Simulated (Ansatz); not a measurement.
# What Ti → Hf does to BaTiO3

Consider BaTiO₃ in the cubic perovskite structure (space group Pm-3m, No. 221; a = 4.019 Å).

Modification: every Ti is replaced by Hf; the structure is relaxed again.

Computed with PBE, PAW, 420 eV (Ansatz, a program for electronic structure; no spin-orbit coupling), earlier PAW set. k-mesh 8×8×8 (Γ-centred); smearing 0.05 eV (Fermi–Dirac).

| quantity | base | changed | shift |
|---|---|---|---|
| volume per atom | 12.99 Å³ | 14.89 Å³ | +1.90 Å³ |
| density | 5.96 g/cm³ | 8.12 g/cm³ | +2.153 g/cm³ |
| space group | Pm-3m (No. 221) | Pm-3m (No. 221) | – |
| shortest interatomic distance | 2.010 Å | 2.103 Å | +0.0936 Å |
| band gap | 1.79 eV | 3.62 eV | +1.838 eV |
| gap character | indirect, R → Γ | indirect, R → Γ | – |
| smallest direct gap | 1.90 eV | 3.76 eV | +1.86 eV |
| width of the top valence band | 0.95 eV | 0.80 eV | -0.15 eV |
| electron mass (degenerate bands, along [100]) | – | 0.35, 0.35, 2.3 mₑ (at Γ) | – |

Final structure:

```xyz
5
Lattice="4.2067 0.0000 0.0000 0.0000 4.2067 0.0000 0.0000 0.0000 4.2067" Properties=species:S:1:pos:R:3 pbc="T T T"
Ba     0.0000     0.0000     0.0000
Hf     2.1033     2.1033     2.1033
O      0.0000     2.1033     2.1033
O      2.1033     2.1033     0.0000
O      2.1033     0.0000     2.1033
```

Cost of the whole job for the changed cell (relaxation, final SCF and bands): around 50 core-seconds (rough).

With Hf present, leaving out spin-orbit coupling can change the band edges. Effective masses come from finite differences of ±0.01 Å⁻¹. Whether these cells are dynamically stable was not tested. The final runs are not spin-polarised. Many cubic perovskites are stable only at high temperature; tilts and polar distortions were not tested. This is not the structure that BaTiO3 has at room temperature and ambient pressure.
